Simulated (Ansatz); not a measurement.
The starting structures come from a database of crystals and need not be the phases stable at ambient conditions.

By PBEsol, the system below comes out a metal.

Crystal: PtAu (P-6m2, not sure to be the ambient phase, 2 atoms a cell, 16.4 Å³ an atom, -5 GPa at this level); planes in its conventional cell.

Computed with PBEsol (plane waves, PAW; Ansatz, a program for electronic structure).

Ballistic conductance counts the channels of both spins, as a mean over 0.1 eV about the Fermi level; spin-orbit coupling is left out.

```
plane  area (Å²)  G/A (10¹⁵ S/m²)
-----  ---------  ---------------
(100)       13.5             0.94
(001)        6.8                …
```

Fill in the missing entries.


- (001), G/A (10¹⁵ S/m²): 0.63
